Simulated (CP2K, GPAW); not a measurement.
A GPAW input for a self-consistent single point of CaGa2 (P6/mmm, 3 atoms in the cell) (DFT PBEsol, plane waves, GPAW PAW datasets PBEsol (made by gpaw-setup)):

```python
from ase import Atoms
from ase.units import GPa
from gpaw import GPAW, PW, FermiDirac

atoms = Atoms(['Ca', 'Ga', 'Ga'],
              cell=[[4.154083, 0.000000, 0.000000],
                    [-2.077041, 3.597541, 0.000000],
                    [0.000000, 0.000000, 4.328082]],
              positions=[[0.000000, 0.000000, 0.000000],
                         [-0.000002, 2.398362, 2.164041],
                         [2.077044, 1.199179, 2.164041]],
              pbc=True)

calc = GPAW(mode=PW(600),
            xc='PBEsol',
            kpts={'size': (7, 7, 6), 'gamma': True},
            occupations=FermiDirac(0.1),
            nbands=-11,
            symmetry={'symmorphic': False, 'tolerance': 0.0005},
            maxiter=150,
            txt='-')

atoms.calc = calc

energy = atoms.get_potential_energy()
print('Energy (eV):', round(energy, 6))
forces = atoms.get_forces()
print('Forces (eV/Ang):')
print(forces.round(5))
stress = atoms.get_stress()
print('Stress (GPa, Voigt):', (stress / GPa).round(4))
```

### Question
Give the CP2K input for the same structure, mesh, smearing and functional.

### Answer
One input that does it (others would too):

```
&GLOBAL
  PROJECT calc
  RUN_TYPE ENERGY_FORCE
  PRINT_LEVEL LOW
&END GLOBAL
&FORCE_EVAL
  METHOD Quickstep
  STRESS_TENSOR ANALYTICAL
  &DFT
    BASIS_SET_FILE_NAME BASIS_MOLOPT_UCL
    POTENTIAL_FILE_NAME GTH_POTENTIALS
    &QS
      METHOD GPW
      EPS_DEFAULT 1E-10
    &END QS
    &MGRID
      CUTOFF 600
      REL_CUTOFF 50
      NGRIDS 5
    &END MGRID
    &SCF
      SCF_GUESS ATOMIC
      EPS_SCF 1E-6
      MAX_SCF 100
      ADDED_MOS 7
      &DIAGONALIZATION
        ALGORITHM STANDARD
      &END DIAGONALIZATION
      &MIXING
        METHOD BROYDEN_MIXING
        ALPHA 0.2
        NBUFFER 8
      &END MIXING
      &SMEAR ON
        METHOD FERMI_DIRAC
        ELECTRONIC_TEMPERATURE [K] 1160.45
      &END SMEAR
    &END SCF
    &KPOINTS
      SCHEME MONKHORST-PACK 7 7 6
      GAMMA_CENTERED T
    &END KPOINTS
    &XC
      &XC_FUNCTIONAL
        &PBE
          PARAMETRIZATION PBESOL
        &END PBE
      &END XC_FUNCTIONAL
    &END XC
    &PRINT
      &MO
        EIGENVALUES T
        OCCUPATION_NUMBERS T
        NDIGITS 8
        FILENAME mo
        &EACH
          QS_SCF 0
        &END EACH
        ADD_LAST NUMERIC
      &END MO
      &MULLIKEN OFF
      &END MULLIKEN
    &END PRINT
  &END DFT
  &SUBSYS
    &CELL
      A 4.15408300 0.00000000 0.00000000
      B -2.07704100 3.59754100 0.00000000
      C 0.00000000 0.00000000 4.32808200
      PERIODIC XYZ
    &END CELL
    &COORD
      SCALED
      Ca       0.00000000     0.00000000     0.00000000
      Ga       0.33333300     0.66666700     0.50000000
      Ga       0.66666700     0.33333300     0.50000000
    &END COORD
    &KIND Ca
      BASIS_SET TZVP-MOLOPT-SR-GTH
      POTENTIAL GTH-PBE-q10
    &END KIND
    &KIND Ga
      BASIS_SET TZVP-MOLOPT-SR-GTH
      POTENTIAL GTH-PBE-q13
    &END KIND
  &END SUBSYS
  &PRINT
    &FORCES ON
    &END FORCES
    &STRESS_TENSOR ON
    &END STRESS_TENSOR
  &END PRINT
&END FORCE_EVAL
```

Basis settings and potentials, where a program has them, do not carry over. This input uses DFT PBEsol, GPW, TZVP-MOLOPT-SR-GTH basis, GTH-PBE potentials (GTH_POTENTIALS). Both were run: pressure 3.39 GPa in GPAW and 2.86 in CP2K.

On GPAW: the starting cell comes from a database of computed structures (which also holds hypothetical and non-ambient phases and stackings), without a prior relaxation at this level. For this run, on top of that: lattice scaled by 0.98. With a pressure of about 3 GPa the cell is away from its equilibrium volume at this level.

On CP2K: the starting cell comes from a database of computed structures (which also holds hypothetical and non-ambient phases and stackings), without a prior relaxation at this level. For this run, on top of that: lattice scaled by 0.98. Values carry the incompleteness of an atom-centred basis. The potentials were made for another functional than the one used.
